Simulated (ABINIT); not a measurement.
A self-consistent single point of Ti (P6_3/mmc, 2 atoms in the cell) with ABINIT.

Method of the run: PBE, norm-conserving pseudopotentials (PseudoDojo nc-sr-05 PBE standard) (plane waves; ABINIT 10.0.3).

```yaml
crystal:
  lattice:
    - [1.47500, -2.55477, 0.00000]
    - [1.47500, 2.55477, 0.00000]
    - [0.00000, 0.00000, 4.68000]
  atoms:
    - { symbol: Ti, position: [0.33333, 0.66667, 0.25000] }
    - { symbol: Ti, position: [0.66667, 0.33333, 0.75000] }
```

Reference input (self-consistent single point, DFT, PBE, plane waves, norm-conserving pseudopotentials (PseudoDojo nc-sr-05 PBE standard)): pseudos = [Ti.upf]; ecut = 42 Ha; occopt = 3; tsmear = 0.00367493 Ha; ngkpt = 13 13 7; nshiftk = 1; shiftk = 0 0 0; potentials = PseudoDojo nc-sr-05 PBE standard; nband = 17; kptopt = 1; nstep = 50; tolvrs = 1e-11. This run's input differs from it in these lines:

```diff
@@ -20,3 +20,3 @@
 kptopt 1
-ngkpt 13 13 7
+ngkpt 1 1 1
 nshiftk 1
```

Output, abridged:

```
--- !BeginCycle
solver: {iscf: 7, nstep: 50, nline: 4, wfoptalg: 0, }
tolerances: {tolvrs: 1.00E-11, }
...

     iter   Etot(hartree)      deltaE(h)  residm     vres2
 ETOT  1  -118.61119612855    -1.186E+02 1.394E-01 2.006E+02
 ETOT  2  -118.57836722756     3.283E-02 7.552E-03 4.940E+02
 ETOT  3  -118.70817122204    -1.298E-01 7.560E-03 1.491E+01
 ETOT  4  -118.71362928586    -5.458E-03 6.398E-03 4.026E+00
 ETOT  5  -118.71606175316    -2.432E-03 2.890E-03 5.921E-01
   [... 41 lines left out ...]
 ETOT 47  -118.71901428374    -8.742E-07 1.476E-05 1.764E-04
 ETOT 48  -118.71901458809    -3.043E-07 8.446E-06 1.363E-04
 ETOT 49  -118.71901490018    -3.121E-07 1.048E-05 2.716E-07
 ETOT 50  -118.71901510105    -2.009E-07 5.980E-06 5.843E-08

 Cartesian components of stress tensor (hartree/bohr^3)
  sigma(1 1)= -2.82814618E-04  sigma(3 2)=  0.00000000E+00
  sigma(2 2)= -2.82814619E-04  sigma(3 1)=  0.00000000E+00
  sigma(3 3)= -3.45858082E-03  sigma(2 1)=  0.00000000E+00
 scprqt:  WARNING -
  nstep=   50 was not enough SCF cycles to converge;
  potential residual=  5.843E-08 exceeds tolvrs=  1.000E-11

 ----iterations are completed or convergence reached----

 reduced coordinates (array xred) for    2 atoms
       0.333333333333      0.666666666667      0.250000000000
       0.666666666667      0.333333333333      0.750000000000
   [... lines left out ...]
 Fermi (or HOMO) energy (eV) =  10.50327   Average Vxc (eV)= -11.53449
   [... lines left out ...]
 Eigenvalues (   eV  ) for nkpt=   1  k points:
  11.35715

--- !EnergyTerms
kinetic             :  4.67630885657095E+01
hartree             :  2.43422551693225E+01
xc                  : -1.74527196555763E+01
Ewald energy        : -8.45410390081144E+01
psp_core            :  2.96068989933328E+00
local_psp           : -9.22090180299788E+01
non_local_psp       :  1.43787029721722E+00
internal            : -1.18698872762087E+02
'-kT*entropy'       : -2.01423389601289E-02
total_energy        : -1.18719015101047E+02
total_energy_eV     : -3.23050869139573E+03
band_energy         : -1.48003302676276E+01
...

-Cartesian components of stress tensor (GPa)         [Pressure=  3.9465E+01 GPa]
- sigma(1 1)= -8.32069194E+00  sigma(3 2)=  0.00000000E+00
- sigma(2 2)= -8.32069196E+00  sigma(3 1)=  0.00000000E+00
- sigma(3 3)= -1.01754944E+02  sigma(2 1)=  0.00000000E+00

 Calculation completed.
```

The run ended unconverged after 50 iterations. 

The starting cell has typed, rounded lattice constants, without a prior relaxation at this level.
